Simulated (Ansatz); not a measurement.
Base system: TiAl (space group P4/mmm, No. 123; a = 2.8127 Å, c = 4.0619 Å; relaxed with 0.1 eV smearing). Axes: x, y, z lie along a, b, c of the conventional cell.

Calculations: Ansatz (an electronic-structure program), r2SCAN, PAW, cutoff 500 eV, spin-orbit coupling left out, earlier PAW set.

For the base:

- Pressure = 0.0 GPa

Perturbation: tensile biaxial strain of 3.37 % in the plane normal to [001], as in epitaxy on a mismatched substrate; the out-of-plane cell vector and the atoms relax.

Task: Estimate the effect on the pressure.

Result: The pressure (mean of the normal stresses, compression positive) goes from zero to -3.4 GPa.

Task: What does the calculation give for the ratio −ε⊥/ε∥ after the change?

Result: The ratio −ε⊥/ε∥ amounts to 1.09.

No phonon test of stability was made. The final runs are not spin-polarised.
